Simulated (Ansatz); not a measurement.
InAs (model structure, from the CsCl type, Pm-3m, No. 221): properties by level of theory

```csv
level (code),equilibrium lattice constant a (Å),enthalpy of formation (eV/atom)
PBE (Ansatz),3.578,(withheld)
PBEsol (Ansatz),(withheld),0.168
PBE-D3(BJ) (Ansatz),3.519,0.168
```

Q: What belongs in the gaps?

A: 
- PBE (Ansatz, a first-principles code), enthalpy of formation (eV/atom): 0.193
- PBEsol (Ansatz), equilibrium lattice constant a (Å): 3.507

Ansatz's density-functional and Hartree–Fock values are scalar-relativistic unless marked +SOC, with PAW data made under PBE.

Computed values are for the static lattice.

A model structure was made by putting elements into a prototype or built by hand; it is no filed structure, need not be a known phase, and can be a saddle point held by its symmetry.
